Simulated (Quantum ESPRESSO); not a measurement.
# Quick settings and what they miss: SiNi₃ (Pm-3m, 4 atoms in the cell)

Self-consistent single point.

```xyz
4
Lattice="3.5278 0.0000 0.0000 0.0000 3.5278 0.0000 0.0000 0.0000 3.5278" Properties=species:S:1:pos:R:3 pbc="T T T"
Si     0.0000     0.0000     0.0000
Ni     0.0000     1.7639     1.7639
Ni     1.7639     0.0000     1.7639
Ni     1.7639     1.7639     0.0000
```

Method of the run: PBE, PSlibrary ultrasoft (PBE) pseudopotentials (plane waves; Quantum ESPRESSO 7.5).

Base settings: ecutwfc = 50 Ry; ecutrho = 300 Ry; occupations = smearing; smearing = gauss; degauss = 0.0036749 Ry; potentials = {Si: Si.pbe-n-rrkjus_psl.1.0.0.UPF, Ni: Ni.pbe-n-rrkjus_psl.1.0.0.UPF}; K_POINTS = automatic 8 8 8 0 0 0; conv_thr = 1e-11 Ry; mixing_beta = 0.3.

Tight run (finer mesh or higher cutoff; not a proven limit): ecutwfc: 50 Ry → 70 Ry; ecutrho: 300 Ry → 420 Ry; conv_thr: 1e-11 Ry → 7.3e-11 Ry; K_POINTS: automatic 8 8 8 0 0 0 → automatic 11 11 11 0 0 0. It gave Fermi level (on the code's own zero) 13.75 eV; pressure -3.41 GPa.

Quick runs, as changes from the base:
- A: the base itself
- B: ecutwfc: 50 Ry → 30 Ry; ecutrho: 300 Ry → 180 Ry; conv_thr: 1e-11 Ry → 7.3e-05 Ry; pseudopotentials: {Si: Si.pbe-n-rrkjus_psl.1.0.0.UPF, Ni: Ni.pbe-n-rrkjus_psl.1.0.0.UPF} → {Si: Si.pz-n-rrkjus_psl.1.0.0.UPF, Ni: Ni.pz-n-rrkjus_psl.1.0.0.UPF}; K_POINTS: automatic 8 8 8 0 0 0 → automatic 1 1 1 0 0 0 [LDA (PZ)]
- C: ecutwfc: 50 Ry → 35 Ry; ecutrho: 300 Ry → 210 Ry; smearing: gauss → cold; degauss: 0.0036749 Ry → 0.0147 Ry; conv_thr: 1e-11 Ry → 7.3e-06 Ry; pseudopotentials: {Si: Si.pbe-n-rrkjus_psl.1.0.0.UPF, Ni: Ni.pbe-n-rrkjus_psl.1.0.0.UPF} → {Si: Si.pz-n-rrkjus_psl.1.0.0.UPF, Ni: Ni.pz-n-rrkjus_psl.1.0.0.UPF} [LDA (PZ)]
- D: ecutwfc: 50 Ry → 40 Ry; ecutrho: 300 Ry → 240 Ry; smearing: gauss → fd; degauss: 0.0036749 Ry → 0.0099958 Ry; pseudopotentials: {Si: Si.pbe-n-rrkjus_psl.1.0.0.UPF, Ni: Ni.pbe-n-rrkjus_psl.1.0.0.UPF} → {Si: Si.pz-n-rrkjus_psl.1.0.0.UPF, Ni: Ni.pz-n-rrkjus_psl.1.0.0.UPF}; K_POINTS: automatic 8 8 8 0 0 0 → automatic 6 6 6 0 0 0 [LDA (PZ)]
- E: smearing: gauss → cold; degauss: 0.0036749 Ry → 0.0099958 Ry; conv_thr: 1e-11 Ry → 7.3e-06 Ry; pseudopotentials: {Si: Si.pbe-n-rrkjus_psl.1.0.0.UPF, Ni: Ni.pbe-n-rrkjus_psl.1.0.0.UPF} → {Si: Si.pz-n-rrkjus_psl.1.0.0.UPF, Ni: Ni.pz-n-rrkjus_psl.1.0.0.UPF}; K_POINTS: automatic 8 8 8 0 0 0 → automatic 4 4 4 0 0 0 [LDA (PZ)]
- F: ecutwfc: 50 Ry → 25 Ry; ecutrho: 300 Ry → 150 Ry; smearing: gauss → fd; degauss: 0.0036749 Ry → 0.019992 Ry; conv_thr: 1e-11 Ry → 7.3e-06 Ry

Energies are extrapolated to zero smearing width, which holds to low order in the width alone (under cold and Methfessel-Paxton smearing the free energy itself is taken).

Dashes: energy of B, C, D, E, another energy zero; pressure of B, C, E, F, not trusted under this conv_thr with d or f elements; time of B, C, E, F, under 30 s.

† marks runs with another functional, U, potentials or spin treatment: their distance from the tight run is not a convergence error alone.

The count of work is k-points × plane waves × bands × iterations; it is no time. Core times come from one kind of shared machine and are given to one figure; runs under 30 s give none.

The starting cell comes from a database of computed structures (which also holds hypothetical and non-ambient phases and stackings), without a prior relaxation at this level. Its lattice was rescaled by a random factor within 2.5 % of one. Spin polarisation is off. In the base run, with a pressure of about -4 GPa the cell is away from its equilibrium volume at this level.

| run | energy less tight (meV/atom) | pressure less tight (GPa) | count of work / tight | core time / tight (rough) |
|---|---|---|---|---|
| A | 8.2 | -0.80 | 0.31 | 0.5 |
| B† | – | – | 0.017 | – |
| C† | – | – | 0.096 | – |
| D† | – | -15.03 | 0.17 | 0.3 |
| E† | – | – | 0.047 | – |
| F | 815.8 | – | 0.052 | – |

Among the runs at the tight run's level, the energy misses run from 8.2 to 815.8 meV/atom.
